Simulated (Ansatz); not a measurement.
**A computed series for SiC: pressure series**

Base system: SiC in the wurtzite structure (space group P6_3mc, No. 186; a = 3.0753 Å, c = 5.0482 Å).

Cell and atoms are relaxed at each pressure.

Calculations: DFT with r2SCAN, PAW potentials and a 500 eV plane-wave cutoff in Ansatz (an electronic-structure program), scalar-relativistic without spin-orbit coupling.

| pressure (GPa) | volume per atom (Å³/atom) |
|---|---|
| -2 | 10.430 |
| 0 | 10.337 |
| 3 | ? |
| 7 | 10.041 |
| 15 | 9.747 |
| 30 | 9.286 |
| 50 | 8.797 |
| 75 | 8.313 |
| 100 | 7.923 |

Q: Fit the third-order Birch–Murnaghan form P(V) = (3B₀/2)[(V₀/V)^(7/3) − (V₀/V)^(5/3)]·[1 + (3/4)(B₀′ − 4)((V₀/V)^(2/3) − 1)] (squares taken in P) to the rows shown and predict the withheld row.

A: Least squares on the printed values gives V₀ = 10.336 Å³/atom, B₀ = 229 GPa, B₀′ = 3.7; this predicts 10.205 Å³/atom, and the run gives 10.205 Å³/atom, in agreement.

Load acts through the strain it causes; cell and atoms are relaxed under it. Whether these cells are dynamically stable was not tested. Competing high-pressure phases were not computed.
